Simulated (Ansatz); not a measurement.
# What biaxial strain +2.61 %, plane normal [111], relaxed out of plane does to MgO

Start from MgO in the rock salt structure (space group Fm-3m, No. 225; a = 4.2149 Å). Axes: x, y, z lie along the cube axes.

Modification: biaxial strain +2.61 %, plane normal [111], relaxed out of plane (Cartesian); in-plane vectors clamped, the third vector and the atoms free.

All numbers come from Ansatz (a program for electronic structure), PBEsol, PAW, cutoff 420 eV, no spin-orbit coupling, earlier PAW set. Settings: 13×13×13 k-points, 0.05 eV Fermi–Dirac smearing.

The energy grows by 15 meV/atom and the pressure (mean of the normal stresses, compression positive) goes from zero to -6.08 GPa. The band gap falls by 0.57 eV (4.62 eV → 4.05 eV) and the gap character is still direct at Γ. The electron mass changes from 0.34 mₑ (at Γ) to 0.32 mₑ (at Γ) and the valence-band top at Γ (three highest levels, from the VBM) goes from 0.00, 0.00, 0.00 eV to 0.00, -0.24, -0.24 eV. The out-of-plane strain comes out as -0.92 % and the ratio −ε⊥/ε∥ comes out as 0.35.

Effective masses come from finite differences of ±0.01 Å⁻¹. Stability against distortions was not tested. k-point labels follow each cell's own Brillouin zone.
